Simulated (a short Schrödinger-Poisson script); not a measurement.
Structure: symmetric double-gate stack, HfO2 on p-type Ge(100), at 300 K.

```tsv
layer	material	thickness (nm)	Na (cm⁻³)
1	HfO2	11.3	-
2	Ge	8	2e16
3	HfO2	11.3	-
```

The device is made up for the run: typed textbook-type constants, with dimensions and the other settings drawn at random. HfO2: permittivity 22, conduction-band edge (eV) 1.5, gap (eV) 5.7, electron mass (mₑ) 0.2. Ge: permittivity 16, conduction-band edge (eV) 0, gap (eV) 0.664, Nv at 300 K (cm⁻³) 6e18.

Channel valleys (confinement mass, in-plane density-of-states mass, number): L4 0.12, 0.295, 4. At the gates, both at one voltage, the conduction-band edge of layer 1 lies 1.67 eV − eVg above the Fermi level of the channel. Gaps are held at their typed values at every temperature. Mesh 0.03 nm at interfaces.

Solved with a short Schrödinger-Poisson script written for these runs: 1D Poisson equation in equilibrium, electrons classical, Boltzmann, parabolic valleys, classical holes, full ionisation, no traps, pinning or gate leakage.

The same stack at other levels of the model or other numerical settings:

```csv
run,sheet density of all electrons at Vg = 1.6 V (cm⁻²),sheet density of all electrons at Vg = 0.4 V (cm⁻²),capacitance of both gates at Vg = 1.6 V (μF/cm²),rough cost against the base
base,2.86e13,4.70e12,3.31,about 1
"electrons treated as classical, Fermi-Dirac",[?],[?],3.07,4
"electrons treated as quantum, Hartree",2.31e13,3.53e12,[?],20
mesh six times as coarse,2.83e13,4.66e12,3.28,0.7
```

Problem. What belongs in the gaps?

Solution. 
- electrons treated as classical, Fermi-Dirac, sheet density of all electrons at Vg = 0.4 V (cm⁻²): 4.57e12
- electrons treated as classical, Fermi-Dirac, sheet density of all electrons at Vg = 1.6 V (cm⁻²): 2.70e13
- electrons treated as quantum, Hartree, capacitance of both gates at Vg = 1.6 V (μF/cm²): 2.73

The classical rows ignore confinement, and Boltzmann statistics overrate the density once the band edge passes the Fermi level.

Only the L valleys are kept; under strong confinement the Δ valleys of Ge fill too.
